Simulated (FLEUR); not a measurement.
Worked example: self-consistent single point of Mo (Im-3m, 1 atom in the cell) in FLEUR.

Computed with FLEUR with LDA (Vosko-Wilk-Nusair), all-electron FLAPW (FLEUR), scalar-relativistic valence.

```
CELL_PARAMETERS angstrom
     -1.60820     1.60820     1.60820
      1.60820    -1.60820     1.60820
      1.60820     1.60820    -1.60820
ATOMIC_POSITIONS crystal
  Mo 0.00000 0.00000 0.00000
```

Reference input (self-consistent single point, DFT, LDA (Vosko-Wilk-Nusair), all-electron FLAPW (FLEUR), scalar-relativistic valence): Kmax = 4.1 1/bohr; GmaxXC = 16.4 1/bohr; xcFunctional = vwn; jspins = 1; l_soc = F; mode = hist; fermiSmearingEnergy = 0.00183747 Htr; mesh (inpgen div1-3) = 12 12 12; inpgen gamma flag = false; Gmax = 16.4 1/bohr; numbands = 0; maxIterBroyd = 25. This run's input differs from it in these lines:

```diff
@@ -23,3 +23,3 @@
    <calculationSetup>
-      <cutoffs Kmax="4.1" Gmax="16.4" GmaxXC="16.4" numbands="0"/>
+      <cutoffs Kmax="3.43" Gmax="13.7" GmaxXC="13.7" numbands="0"/>
       <scfLoop itmax="100" minDistance="0.00001" maxIterBroyd="25" imix="Anderson" alpha="0.05" precondParam="0.0" spinf="2.0"/>
```

Log, with long lists cut:

```
 Iteration:     1   Distance:      17.51294157 me/bohr^3
 Iteration:     2   Distance:      15.90758905 me/bohr^3
 Iteration:     3   Distance:       5.99166584 me/bohr^3
 Iteration:     4   Distance:       2.73423085 me/bohr^3
 Iteration:     5   Distance:       1.11332369 me/bohr^3
   [... 3 lines left out ...]
 Iteration:     9   Distance:       0.00624762 me/bohr^3
 Iteration:    10   Distance:       0.00036239 me/bohr^3
 Iteration:    11   Distance:       0.00010470 me/bohr^3
 Iteration:    12   Distance:       0.00000625 me/bohr^3
 Run finished successfully
 Stop message:
   Structural relaxation: Done

[file out, last iteration]
             iter=     13
[...]
          total density-effective poten   -6.5925799855E+03
          total charge density-energy d   -1.1966976916E+02
 Updated energy parameters for spin:           1
[...]
 fermi energy and band-weighting factors:

[...]
FERMIE:
          first approx. to ef    (T=0)  :   0.505686 htr   (energy of the highest occ. eigenvalue)
          number of occ. states  (T=0)  :        478
          first approx. to seigv (T=0)  :  -5.792652 htr
          sum of weights of occ. states :   7.003472
          sum of semicore charge        :   0.000000 e
FERHIS:  Fermi-Energy by histogram:
          bandgap                     :   0.001324 htr
   [... lines left out ...]
          charge neutrality (T=0)     :   0.006944    (zero if the highest occ. eigenvalue is "entirely" occupied)
     EF_NEWTON:  Adjust Fermi-Energy by Newton-Method.
 Direct bandgap for spin            1 :    1.5892001180975723E-002  Htr
   [... lines left out ...]
 ---->    (input%tkb*entropy) TS=              0.0003049947 htr
 ---->    free energy=                     -4045.4450932067 htr
      extrapolation for T->0
 ---->    total electron energy=           -4045.4449407093 htr
 ***** TOTAL FORCES ON ATOMS *****
 TOTAL FORCE FOR ATOM TYPE=  1  X=  0.000   Y=  0.000   Z=  0.000
                       FX_TOT= 0.000000 FY_TOT= 0.000000 FZ_TOT= 0.000000
 Structural relaxation: Done
```

The run converged in 12 iterations. FLEUR gives forces in its relaxation mode, with a further iteration, so its stop message speaks of a relaxation. Against the reference run the free energy goes up by 69.9 meV/atom.

The starting cell comes from a database of computed structures (which also holds hypothetical and non-ambient phases and stackings), without a prior relaxation at this level. Its lattice was rescaled by a random factor within 2.5 % of one. Spin polarisation is off. Values depend on the basis (sphere radii, cutoffs, local orbitals), which need not be converged. The log's line on a gap gives a spacing of levels on this mesh, which the program prints for metals too.
